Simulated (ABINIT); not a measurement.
ABINIT run on Hf2Hg (I4mm, 3 atoms in the cell): self-consistent single point.

Level of theory: PBEsol, norm-conserving pseudopotentials (PseudoDojo nc-sr-04 PBEsol standard) (plane waves; ABINIT 10.0.3).

The change in words: lattice scaled by 0.98. Reference geometry:
```
CELL_PARAMETERS angstrom
     -1.66004     1.66004     5.78415
      1.66004    -1.66004     5.78415
      1.66004     1.66004    -5.78415
ATOMIC_POSITIONS crystal
  Hf 0.67005 0.67005 0.00000
  Hf 0.33427 0.33427 0.00000
  Hg 0.00000 0.00000 0.00000
```

Reference input (self-consistent single point, DFT, PBEsol, plane waves, norm-conserving pseudopotentials (PseudoDojo nc-sr-04 PBEsol standard)): pseudos = [Hf.upf, Hg.upf]; ecut = 66 Ry; occopt = 3; tsmear = 0.1 eV; ngkpt = 6 6 6; nshiftk = 1; shiftk = 0 0 0; potentials = PseudoDojo nc-sr-04 PBEsol standard; nband = 29; kptopt = 1; nstep = 80; toldfe = 1e-09 Ha. This run's input differs from it in these lines:

```diff
@@ -3,7 +3,7 @@
 pseudos "Hf.upf, Hg.upf"
-acell 11.7964766528 11.7964766528 11.7964766528
+acell 11.5605470193 11.5605470193 11.5605470193
 rprim
-        -0.2659294378    0.2659294378    0.9265867840
-         0.2659294378   -0.2659294378    0.9265867840
-         0.2659294378    0.2659294378   -0.9265867840
+        -0.2659294238    0.2659294238    0.9265867920
+         0.2659294238   -0.2659294238    0.9265867920
+         0.2659294238    0.2659294238   -0.9265867920
 natom 3
@@ -13,4 +13,4 @@
 xcart
-        -0.0000000000    0.0000000000    7.7513625516
-        -0.0000000000    0.0000000000    3.8669356410
+        -0.0000000000    0.0000000000    7.5963353006
+        -0.0000000000    0.0000000000    3.7895969282
          0.0000000000    0.0000000000    0.0000000000
```

Log, with long lists cut:

```
--- !BeginCycle
solver: {iscf: 7, nstep: 80, nline: 4, wfoptalg: 0, }
tolerances: {toldfe: 1.00E-09, }
...

     iter   Etot(hartree)      deltaE(h)  residm     vres2
 ETOT  1  -278.97842125129    -2.790E+02 1.723E-01 8.160E+03
 ETOT  2  -279.26445173977    -2.860E-01 8.573E-03 1.893E+03
 ETOT  3  -279.33466423145    -7.021E-02 5.258E-03 1.273E+01
 ETOT  4  -279.33574026460    -1.076E-03 5.093E-03 1.829E+00
 ETOT  5  -279.33580373020    -6.347E-05 2.186E-03 1.918E-01
 ETOT  6  -279.33580892205    -5.192E-06 5.408E-03 7.483E-03
 ETOT  7  -279.33580913990    -2.178E-07 1.194E-03 8.700E-05
 ETOT  8  -279.33580914248    -2.584E-09 2.115E-03 4.880E-07
 ETOT  9  -279.33580914252    -3.712E-11 3.283E-04 3.257E-08
 ETOT 10  -279.33580914252     1.137E-13 8.223E-04 5.919E-10
 At SCF step   10, etot is converged :
  for the second time, diff in etot=  1.137E-13 < toldfe=  1.000E-09

 Cartesian components of stress tensor (hartree/bohr^3)
  sigma(1 1)= -2.36831445E-04  sigma(3 2)=  0.00000000E+00
  sigma(2 2)= -2.36831445E-04  sigma(3 1)=  0.00000000E+00
  sigma(3 3)= -2.69023065E-04  sigma(2 1)=  0.00000000E+00

 ----iterations are completed or convergence reached----

 reduced coordinates (array xred) for    3 atoms
       0.670052002938      0.670052002938      0.000000000000
       0.334270001466      0.334270001466      0.000000000000
       0.000000000000      0.000000000000      0.000000000000
 cartesian forces (eV/Angstrom) at end:
    1     -0.00000000000000    -0.00000000000000    -0.78799801878189
    2      0.00000000000000    -0.00000000000000     0.63528651318900
   [... lines left out ...]
 Fermi (or HOMO) energy (hartree) =   0.45020   Average Vxc (hartree)=  -0.46284
 Fermi (or HOMO) energy (eV) =  12.25060   Average Vxc (eV)= -12.59439
   [... lines left out ...]
total_energy        : -2.79335809142520E+02
total_energy_eV     : -7.60111392842080E+03
band_energy         : -2.94368492466244E+01
...

-Cartesian components of stress tensor (GPa)         [Pressure=  7.2835E+00 GPa]
- sigma(1 1)= -6.96782049E+00  sigma(3 2)=  0.00000000E+00
- sigma(2 2)= -6.96782049E+00  sigma(3 1)=  0.00000000E+00
- sigma(3 3)= -7.91493051E+00  sigma(2 1)=  0.00000000E+00

 Calculation completed.
```

The run converged in 10 iterations. Against the reference run the free energy goes up by 23.1 meV/atom, the pressure goes from -0.99 to 7.28 GPa and the largest force goes from 0.593 to 0.788 eV/Å.

The starting cell comes from a database of computed structures (which also holds hypothetical and non-ambient phases and stackings), without a prior relaxation at this level. Its lattice was rescaled by up to half a per cent. One atom was moved a little off its site on purpose. For this run, on top of that: lattice scaled by 0.98. With a pressure of about 7 GPa the cell is away from its equilibrium volume at this level.

Cost on one core of a shared machine: roughly 4 min.
